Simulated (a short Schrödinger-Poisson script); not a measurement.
System: symmetric double-gate stack, HfO2 on p-type Si(100), at 300 K.

```
layer  material  thickness (nm)  Na (cm⁻³)
-----  --------  --------------  ---------
1          HfO2             4.4          -
2            Si               3       4e15
3          HfO2             4.4          -
```

The device is made up for the run: typed textbook-type constants, with dimensions and the other settings drawn at random. HfO2: permittivity 22, conduction-band edge (eV) 1.55, gap (eV) 5.7, electron mass (mₑ) 0.2. Si: permittivity 11.7, conduction-band edge (eV) 0, gap (eV) 1.124, Nv at 300 K (cm⁻³) 3.1e19.

Channel valleys (confinement mass, in-plane density-of-states mass, number): Δ2 0.916, 0.19, 2; Δ4 0.19, 0.417, 4. At the gates, both at one voltage, the conduction-band edge of layer 1 lies 2.06 eV − eVg above the Fermi level of the channel. Gaps are held at their typed values at every temperature. Mesh 0.03 nm at interfaces.

From a short Schrödinger-Poisson script (our own, NumPy): 1D Poisson equation in equilibrium, electrons classical, Boltzmann, parabolic valleys, classical holes, full ionisation, no traps, pinning or gate leakage.

The same stack at other levels of the model or other numerical settings:

```csv
run,sheet density of all electrons at Vg = 1.2 V (cm⁻²),sheet density of all electrons at Vg = 0.6 V (cm⁻²),capacitance of both gates at Vg = 1.2 V (μF/cm²),gate voltage at 1e11 electrons/cm² (V),rough cost against the base
base,3.30e13,4.84e12,8.12,0.40,about 1
"electrons treated as classical, Fermi-Dirac",2.99e13,4.62e12,7.14,0.40,3
"electrons treated as quantum, Hartree",2.19e13,2.18e12,5.93,0.46,10
mesh six times as coarse,3.19e13,4.71e12,7.79,0.40,about 1
```

The classical rows ignore confinement, and Boltzmann statistics overrate the density once the band edge passes the Fermi level.
